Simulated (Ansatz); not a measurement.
Cu: alloy series

Consider Cu in the fcc (Cu type) structure (space group Fm-3m, No. 225; a = 3.564 Å).

The other end (x = 1) is Au in the fcc (Cu type) structure (space group Fm-3m, No. 225): 17.02 Å³/atom, gap zero.

Au replaces a fraction x of Cu; each row is one arrangement (x, atoms in the cell, starting space group or random), fully relaxed.

Levels (all Ansatz, a quantum-chemistry and plane-wave program, PAW): PBEsol (420 eV, no spin-orbit coupling); r2SCAN (500 eV, without spin-orbit coupling).

Pressures by level, all at the geometries relaxed with PBEsol:

```json
[
 {"case": "base", "PBEsol": "0.0 GPa", "r2SCAN": "1.8 GPa"},
 {"case": "x(Au) = 0.333, 3 atoms, P-3m1", "PBEsol": "0.0 GPa", "r2SCAN": "3.2 GPa"},
 {"case": "x(Au) = 0.5, 2 atoms, R-3m", "PBEsol": "0.0 GPa", "r2SCAN": "3.7 GPa"},
 {"case": "x(Au) = 0.5, 2 atoms, P4/mmm", "PBEsol": "0.0 GPa", "r2SCAN": "3.8 GPa"},
 {"case": "x(Au) = 0.5, 4 atoms, P4/nmm", "PBEsol": "0.0 GPa", "r2SCAN": "3.8 GPa"}
]
```

Single points use the geometry relaxed with PBEsol. Their cutoffs differ, which shifts pressures a little. Each cell is one ordered arrangement of few atoms, which overstates ordering effects compared with a random alloy. Whether these cells are dynamically stable was not tested. The final runs are not spin-polarised. Under x(Au) = 0.5, 4 atoms, P4/nmm the cell changed shape so far that it is another structure.
